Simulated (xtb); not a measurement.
xtb 6.7.1, GFN2-xTB: Cc1cc(-c2ccc3c(c2)sc2ccccc23)sc1-c1ccc2c(c1)sc1ccccc12, 50 atoms. The geometry is a generated start, not checked to be a minimum at this level.

run flags: --grad
method: GFN2-xTB
--acc: 1 (default)
--etemp (K): 300 (default)
basis functions: 164
valence electrons: 152

One run each on 1 thread. Values of broydamp tried: 0.02, 0.05, 0.1, 0.2, 0.4 (default), 0.6, 0.8, 1.

Question: How does the count of SCC iterations change with broydamp, and where is it least?

Answer: Fewest SCC iterations, within one of each other: 0.2 with 12, 0.4 (default) with 12, 0.6 with 12, 0.8 with 13. The count rises to 18 at 0.02. All converge to one solution.

```
broydamp       SCC iterations            end
-------------  --------------  -------------
0.02                       18  same solution
0.05                       16  same solution
0.1                        15  same solution
0.2                        12  same solution
0.4 (default)              12  same solution
0.6                        12  same solution
0.8                        13  same solution
1                          14  same solution
```
